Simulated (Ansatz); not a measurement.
Data:

```
BP
1.0
    0.00000     2.28417     2.24881
    2.28417     0.00000     2.24881
    2.28417     2.28417     0.00000
B P
1 1
Direct
  0.00000   0.00000   0.00000
  0.25000   0.25000   0.25000
```

Level of theory: r2SCAN with spin-orbit coupling, rigid bands (plane waves, PAW; Ansatz, a first-principles code). Condition of this run: biaxial stress in (001) of -4 GPa (compression positive) (the target of the relaxation). Geometry: cell and atoms relaxed with PBEsol, then loaded as said.

**Question.** Predict the electron conductivity mass (n e² τ/σ) at 300 K, by direction if it differs.

**Answer.** 0.23 (x), 0.23 (y), 1.34 (z) mₑ.

**Question.** What conductivity effective mass do dilute holes have at 300 K?

**Answer.** 0.32 (x), 0.32 (y), 0.46 (z) mₑ.

**Question.** And the band gap?

**Answer.** 1.17 eV at this level; semilocal functionals usually fall short of the measured gap.

Rigid bands, one relaxation time for all states, no polarons. Geometry: cell and atoms relaxed with PBEsol.
